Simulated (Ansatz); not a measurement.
The parent structure is SnTe in the rock salt structure (space group Fm-3m, No. 225).

```xyz
2
Lattice="0.0000 3.1856 3.1856 3.1856 0.0000 3.1856 3.1856 3.1856 0.0000" Properties=species:S:1:pos:R:3 pbc="T T T"
Te     0.0000     0.0000     0.0000
Sn     3.1856     3.1856     3.1856
```

Cartesian axes are those of the cell as printed.

Calculations: Kohn–Sham DFT with the r2SCAN functional, run in Ansatz (an electronic-structure program) with PAW and 500 eV plane waves, without spin-orbit coupling, earlier PAW set.

One thing is altered: every lattice vector is stretched by 1.05 %, atoms relaxed at fixed cell.

Task: Predict the stress tensor and what it implies for the stiffness.

Result: Stress of the strained cell less that of the base (GPa, compression positive):
```
  -1.29    0.00    0.00
   0.00   -1.29    0.00
   0.00    0.00   -1.29
```

Then B = −ΔP/(ΔV/V₀) with ΔV/V₀ = 0.0318 gives secant stiffness values (nonlinear terms included at this strain): B ≈ 40 GPa.

As a check, the harmonic strain energy −½ V₀ Δσ:ε is 4.1 meV/atom; the computed energy rise is 4.3 meV/atom.

Stability against distortions was not tested.
